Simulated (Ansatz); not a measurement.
# Band gap (eV)

Cell A: CuI (zinc blende, F-43m), 2 atoms in the cell; spin state with PBE: run without spin, k-point mesh 10×10×10 on the run's own vectors. Conventional cell: a = b = c = 6.0767 Å, α = β = γ = 90.00°.

Cell B: GaN (wurtzite, P6₃mc), 4 atoms in the cell, k-point mesh 12×12×8 on the run's own vectors. Conventional cell: a = b = 3.2186 Å, c = 5.2435 Å, α = β = 90.00°, γ = 120.00°.

Computed with Ansatz (plane waves, PAW), its PAW set soft_1, cutoff 420 eV, 500 eV for r2SCAN. The structures are at rest with PBE; other levels are single points on them. HSE06 runs on coarser k-point meshes, which give the PBE gaps of the finer ones within 0.03 eV. Neutral cells; Fermi-Dirac smearing of at most 0.05 eV in the solids, energies taken to zero width. The lattices are those relaxed with PBE, so at other levels the solids can be strained, which adds to the spread. Spin-orbit coupling is left out. No Hubbard U is applied. A dispersion term ran beside these levels; it doesn't touch the electrons. Gaps are highest filled to lowest empty Kohn-Sham level on the run's k-point mesh, states of defects and surfaces included; edges off the mesh make the true gap smaller, and under 0.08 eV counts as none.

```csv
cell,PBE,r2SCAN,HSE06
A,1.10 (direct),1.59 (direct),2.61
B,1.71 (direct),2.12 (direct),[?]
```

Fill in the missing entries.


- B, HSE06: 2.94

Ansatz is an electronic-structure program.
